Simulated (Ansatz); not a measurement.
# SiC (space group P6_3mc, No. 186)

Space group P6₃mc (No. 186); a = b = 3.0781 Å, c = 10.0762 Å, α = β = 90.00°, γ = 120.00°

```json
[
 {"atom": "Si", "site": "2a", "symmetry": "3m.", "x": "0.0000", "y": "0.0000", "z": "0.0003"},
 {"atom": "Si", "site": "2b", "symmetry": "3m.", "x": "0.3333", "y": "0.6667", "z": "0.2502"},
 {"atom": "C", "site": "2a", "symmetry": "3m.", "x": "0.0000", "y": "0.0000", "z": "0.3129"},
 {"atom": "C", "site": "2b", "symmetry": "3m.", "x": "0.3333", "y": "0.6667", "z": "0.0622"}
]
```

Computed with PBEsol in Ansatz (plane waves to 420 eV, PAW, no spin-orbit coupling), earlier PAW set. k-mesh 12×12×4 (Γ-centred); smearing 0.05 eV (Fermi–Dirac).

* **Volume per atom**: 10.33 Å³
* **Density**: 3.22 g/cm³
* **Band gap**: 2.12 eV, indirect, Γ → M
* **Total energy**: -434.356 eV/atom (σ→0; compares only within this code and set-up)

No phonon test of stability was made.

Ansatz is a quantum-chemistry and plane-wave program.
